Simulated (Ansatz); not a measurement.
The reference is BAs in the zinc blende structure (space group F-43m, No. 216; a = 4.7839 Å). Axes: x, y, z lie along the cube axes.

All numbers come from plane-wave PAW DFT at the r2SCAN level (Ansatz, an electronic-structure program, 500 eV), spin-orbit coupling left out.

Perturbation: a pure shear with ε_xy = ε_yx = 0.0114, atoms relaxed at fixed cell.

Task: Predict the stress tensor and what it implies for the stiffness.

Result: Stress of the strained cell less that of the base (GPa, compression positive):
```
   0.10   -3.59    0.00
  -3.59    0.10    0.00
   0.00    0.00   -0.01
```

Then −Δσ/γ with γ = 2ε = 0.0228 gives relaxed-ion elastic constants: C66 ≈ 158 GPa.

No phonon test of stability was made.
